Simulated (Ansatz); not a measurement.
Take GeS in the GeS type structure (space group Pnma, No. 62; a = 10.662 Å, b = 3.682 Å, c = 4.355 Å; layered, stacked along the Cartesian x axis) as the base. Axes: x, y, z lie along a, b, c of the conventional cell.

Level of theory: plane-wave PAW DFT at the PBE-D3(BJ) level (Ansatz, a first-principles code, 420 eV), spin-orbit coupling left out, earlier PAW set.

Before the change:

The volume per atom is 21.37 Å³ and the pressure is 0.00 GPa.

Modification: biaxial strain −4.81 %, plane normal [001], relaxed out of plane (Cartesian); in-plane vectors clamped, the third vector and the atoms free.

**Question.** Estimate the effect on the volume per atom and pressure.

**Answer.** The volume per atom decreases by 0.52 Å³, from 21.37 Å³ to 20.85 Å³; the pressure (mean of the normal stresses, compression positive) goes from zero to 2.69 GPa.

No phonon test of stability was made. The D3 term's C6 switches between coordination references near this geometry, which can add small steps to energies.
